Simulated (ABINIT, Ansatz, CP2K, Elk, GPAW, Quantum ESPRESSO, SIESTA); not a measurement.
# MgI2 (P-3m1, 3 atoms in the cell) computed with different codes at matched settings

Self-consistent single point.

```yaml
crystal:
  lattice:
    - [2.08164, -3.60551, 0.00000]
    - [2.08164, 3.60551, 0.00000]
    - [0.00000, 0.00000, 6.88195]
  atoms:
    - { symbol: Mg, position: [0.00000, 0.00000, 0.00000] }
    - { symbol: I, position: [0.33333, 0.66667, 0.24200] }
    - { symbol: I, position: [0.66667, 0.33333, 0.75800] }
```

Shared settings, as Ansatz (a quantum-chemistry and plane-wave program) writes them: kpoints.mp_grid.grid = 5 5 3; scf.occupations.method = fermi_dirac; scf.occupations.width = 0.01 eV. Potentials and cutoffs stand in the table.

```csv
code,model,pressure (GPa),largest force (eV/Å),gap on the mesh (eV),cutoff
GPAW,"LDA (Perdew-Wang 92), GPAW PAW datasets LDA (gpaw-data 1.0.1)",-1.50,0.148,3.410,800 eV
Elk,"LDA (PW92), all-electron FP-LAPW, Elk's shipped species files, APW+lo basis with extra local orbitals",–,0.173,3.397,rgkmax 8
SIESTA,"LDA PW92, numerical atomic orbitals DZP, PseudoDojo LDA standard norm-conserving potentials (rewritten from UPF to PSML)",-1.00,0.153,3.478,grid 300 Ry
ABINIT,"LDA (PW92), PAW (JTH v2.0 LDA PAW)",-1.57,0.146,3.397,20 Ha
CP2K,"LDA (Pade form), GPW, DZVP-MOLOPT-SR-GTH basis, GTH-PADE potentials (GTH_POTENTIALS)",-0.59,0.039,3.409,grid 1000 Ry
Ansatz,"LDA (PW92), default PAW files made with PBE",-1.56,0.152,3.397,420 eV
Quantum ESPRESSO,"LDA (PZ), GBRV 1.5 ultrasoft (LDA) pseudopotentials",-1.54,0.147,3.389,40 Ry
```

A dash marks a value that a program does not give, or that is left out as unsure.

Gaps are read on the mesh.

On Ansatz's run: spin-orbit coupling is off.

The spread over the programs that give each value: pressure within 0.98 GPa; largest force within 0.134 eV/Å; gap on the mesh within 0.089 eV.

SIESTA and CP2K use small atom-centred bases, whose incompleteness enters pressures, forces and empty levels differently from a plane-wave cutoff. Elk treats all electrons, but the usual bases taken here (sphere radii, linearisation, local orbitals, empty states) were not tested for convergence, so the values are no reference for the others. Ansatz's pressure is given at a fixed set of plane waves, as the other plane-wave codes print theirs. The same LDA comes in different parametrisations, which differ slightly. In the force vectors, SIESTA (by 0.301) and CP2K (by 0.187) lie more than 0.08 eV/Å from the median of the plane-wave programs.

The starting cell has typed, rounded lattice constants, without a prior relaxation at this level. Its lattice was rescaled by a random factor within 2.5 % of one.

Left out of this page: FLEUR (unsound by tests on forces, stress, charge or solver warnings).

Keys are those of Ansatz 0.2.
